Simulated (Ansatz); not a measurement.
Effect of pressure 1.5 GPa on KF

Base system: KF in the rock salt structure (space group Fm-3m, No. 225; a = 5.4207 Å).

Now apply this change: cell and atoms relaxed at a pressure of 1.5 GPa.

Method: Ansatz (a program for electronic structure), PBE, PAW, cutoff 420 eV, spin-orbit coupling left out. k-mesh 11×11×11 (Γ-centred); smearing 0.05 eV (Fermi–Dirac).

The volume per atom decreases by 0.90 Å³ (19.91 Å³ → 19.01 Å³) and the density goes up by 0.114 g/cm³ to 2.54 g/cm³. The shortest interatomic distance drops by 0.078 bohr (5.122 bohr → 5.044 bohr) and the enthalpy H = E + PV relative to the base's energy is +0.18 eV/atom. The band gap goes up by 0.24 eV to 6.20 eV and the gap character stays direct at Γ. The mean gap deformation potential ΔEg/Δln V amounts to -5.2 eV and the width of the top valence band rises by 0.04 eV, from 0.31 eV to 0.35 eV. The electron mass changes from 0.55 mₑ (at Γ) to 0.54 mₑ (at Γ).

Final structure:

```
KF
1.0
    0.00000     2.66906     2.66906
    2.66906     0.00000     2.66906
    2.66906     2.66906     0.00000
K F
1 1
Direct
  0.00000   0.00000   0.00000
  0.50000   0.50000   0.50000
```

Cost of the whole job for the changed cell (relaxation, final SCF and bands): around 5 core-seconds (rough).

Load acts through the strain it causes; cell and atoms are relaxed under it. Effective masses come from finite differences of ±0.01 Å⁻¹. No phonon test of stability was made.
